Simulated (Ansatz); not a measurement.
A self-consistent single point of LaSi2Pt2 (I4/mmm, 5 atoms in the cell) with Ansatz (a first-principles code).

Method: PBEsol, PAW files made with PBE (plane waves; Ansatz).

The change in words: lattice scaled by 0.98. Reference geometry:
```
La(SiPt)2
1.0
   -2.12046     2.12046     4.90893
    2.12046    -2.12046     4.90893
    2.12046     2.12046    -4.90893
La Si Pt
1 2 2
Direct
  0.00000   0.00000   0.00000
  0.25000   0.75000   0.50000
  0.75000   0.25000   0.50000
  0.63737   0.63737   0.00000
  0.36263   0.36263   0.00000
```

Reference input (self-consistent single point, DFT, PBEsol, plane waves, PAW files made with PBE): basis.ecutwfc = 420 eV; kpoints.mp_grid.grid = 9 9 9; hamiltonian.xc = pbesol; hamiltonian.pseudopotentials = {kind: paw} (the program's default PAW files); scf.occupations.method = gaussian; scf.occupations.width = 0.136 eV. This run's input differs from it in these lines:

```diff
@@ -3,5 +3,5 @@
   lattice:
-    - [-2.12046000, 2.12046000, 4.90892900]
-    - [2.12046000, -2.12046000, 4.90892900]
-    - [2.12046000, 2.12046000, -4.90892900]
+    - [-2.07805100, 2.07805100, 4.81075000]
+    - [2.07805100, -2.07805100, 4.81075000]
+    - [2.07805100, 2.07805100, -4.81075000]
   atoms:
```

Log, with long lists cut:

```
SCF iter   1: F=—  HF=-32190.585037 eV  |F-HF|=—  |Δ(HF+E_count)|=         —  Δρ=2.56e-1  dr2=1.09e2  ethr=3.10e-3  ⟨swp⟩=5.6  Hψ=9281  notcnv=0
all-band conjugate gradients solve this SCF's bands
preconditioner: auto → Kerker (q_TF=auto, 2.547 Å⁻¹)
SCF iter   2: F=—  HF=-32182.281748 eV  |F-HF|=—  |Δ(HF+E_count)|=    8.30e0  Δρ=1.11e-1  dr2=1.99e1  ethr=3.10e-3  ⟨swp⟩=3.3  Hψ=6664  notcnv=0
   [... lines left out ...]
SCF iter   7: F=—  HF=-32180.331204 eV  |F-HF|=—  |Δ(HF+E_count)|=   3.50e-4  Δρ=4.21e-4  dr2=1.90e-4  ethr=2.75e-6  ⟨swp⟩=2.4  Hψ=4377  notcnv=0  defer=76
SCF iter   8: F=—  HF=-32180.331141 eV  |F-HF|=—  |Δ(HF+E_count)|=   6.28e-5  Δρ=8.76e-5  dr2=7.05e-6  ethr=3.46e-7  ⟨swp⟩=2.0  Hψ=3881  notcnv=0  defer=75
SCF iter   9: F=—  HF=-32180.331139 eV  |F-HF|=—  |Δ(HF+E_count)|=   1.72e-6  Δρ=6.64e-6  dr2=3.83e-8  ethr=1.82e-10  ⟨swp⟩=11.9  Hψ=17979  notcnv=0
SCF iter  10: F=-32180.331139 eV  HF=-32180.331139 eV  |F-HF|=7.89e-9  |Δ(HF+E_count)|=   1.80e-9  Δρ=2.94e-6  dr2=9.33e-9  ethr=6.96e-11  ⟨swp⟩=3.5  Hψ=9161  notcnv=0
SCF 1 converged in 10 iterations: F = -32180.331139 eV  dr2 = 9.33e-9
Free energy (F): -32180.331139 eV
Internal energy: -32180.319561 eV  (E = F + TS)
E sigma→0 (E₀):  -32180.325350 eV
Entropy (-TS):   -0.011578 eV (-2.316 meV/atom)
Fermi energy:    17.215802 eV
--- Forces (eV/Å), atoms counted from 1 ---
  atom   1  La     0.00000000    -0.00000000     0.00000000
  atom   2  Si     0.00000000    -0.00000000     0.00000000
  atom   3  Si     0.00000000    -0.00000000     0.00000000
  atom   4  Pt     0.00000000     0.00000000    -0.73909614
  atom   5  Pt     0.00000000    -0.00000000     0.73909614
--- Stress (GPa, compression-positive) ---
       19.990936       0.000000       0.000000
        0.000000      19.990936       0.000000
        0.000000       0.000000      16.654515
  P = ⅓ Tr σ = 18.8788 GPa (188.788 kbar)
  The stress holds the Pulay correction. Without it, at fixed plane waves, as pw.x and ABINIT print it: P = 18.8420 GPa
```

The run converged in 10 iterations. Against the reference run the free energy rises by 78.5 meV/atom, the pressure goes from 6.03 to 18.88 GPa and the largest force goes from 0.263 to 0.739 eV/Å.

The starting cell comes from a database of computed structures (which also holds hypothetical and non-ambient phases and stackings), without a prior relaxation at this level. Its lattice was rescaled by a random factor within 2.5 % of one. For this run, on top of that: lattice scaled by 0.98. Spin polarisation is off. With a pressure of about 19 GPa the cell is away from its equilibrium volume at this level. Ansatz's pressure includes its estimate of the finite-basis (Pulay) stress.

Keys are those of Ansatz 0.2.
